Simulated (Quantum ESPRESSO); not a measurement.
A self-consistent single point of MgS (Fm-3m, 2 atoms in the cell) with Quantum ESPRESSO.

Method: PBE, PseudoDojo standard norm-conserving (PBE) pseudopotentials (plane waves; Quantum ESPRESSO 7.5).

```xyz
2
Lattice="-2.5945 0.0000 2.5945 0.0000 2.5945 2.5945 -2.5945 2.5945 0.0000" Properties=species:S:1:pos:R:3 pbc="T T T"
Mg     0.0000     0.0000     0.0000
S     -2.5945     2.5945     2.5945
```

Reference input (self-consistent single point, DFT, PBE, plane waves, PseudoDojo standard norm-conserving (PBE) pseudopotentials): ecutwfc = 85 Ry; occupations = smearing; smearing = gauss; degauss = 0.0036749 Ry; potentials = {Mg: Mg.upf, S: S.upf}; K_POINTS = automatic 11 11 11 0 0 0; conv_thr = 1e-10 Ry. This run's input differs from it in these lines:

```diff
@@ -28,3 +28,3 @@
 K_POINTS automatic
-11 11 11  0 0 0
+11 11 11  1 1 1
```

Output (repeated stretches shortened):

```
     Self-consistent Calculation

     iteration #  1     ecut=    85.00 Ry     beta= 0.70

     Threshold (ethr) on eigenvalues was too large:
     Diagonalizing with lowered threshold

     total energy              =    -140.98540257 Ry
     estimated scf accuracy    <       0.09001003 Ry

     iteration #  2     ecut=    85.00 Ry     beta= 0.70

     total energy              =    -141.00792174 Ry
     estimated scf accuracy    <       0.01431517 Ry

     iteration #  3     ecut=    85.00 Ry     beta= 0.70

     total energy              =    -141.01053803 Ry
     estimated scf accuracy    <       0.00029844 Ry

   [... 4 blocks of this kind left out ...]

     iteration #  8     ecut=    85.00 Ry     beta= 0.70

     total energy              =    -141.01056408 Ry
     estimated scf accuracy    <          2.7E-10 Ry

     iteration #  9     ecut=    85.00 Ry     beta= 0.70
     End of self-consistent calculation

     Number of k-points >= 100: set verbosity='high' to print the bands.

     the Fermi energy is     8.2449 ev

!    total energy              =    -141.01056408 Ry
     estimated scf accuracy    <          3.2E-12 Ry
     smearing contrib. (-TS)   =      -0.00000000 Ry
     internal energy E=F+TS    =    -141.01056408 Ry

     convergence has been achieved in   9 iterations

     Forces acting on atoms (cartesian axes, Ry/au):

     atom    1 type  1   force =     0.00000000    0.00000000    0.00000000
     atom    2 type  2   force =     0.00000000    0.00000000    0.00000000

     Total force =     0.000000     Total SCF correction =     0.000000

          total   stress  (Ry/bohr**3)                   (kbar)     P=       18.75
   0.00012745   0.00000000   0.00000000           18.75        0.00        0.00
   0.00000000   0.00012745  -0.00000000            0.00       18.75       -0.00
  -0.00000000   0.00000000   0.00012745           -0.00        0.00       18.75

   JOB DONE.
```

The run converged in 9 iterations. Against the reference run the free energy is nearly the same (within 1 meV/atom), the pressure stays at 1.87 GPa and the gap on the mesh goes from 2.891 to 2.915 eV.

The starting cell comes from a database of computed structures (which also holds hypothetical and non-ambient phases and stackings), without a prior relaxation at this level. Its lattice was rescaled by a random factor within 2.5 % of one. Another mesh or the band path of this cell gives a smaller gap, so this value is not converged in the mesh.

Cost on one core of a shared machine: roughly 90 s.
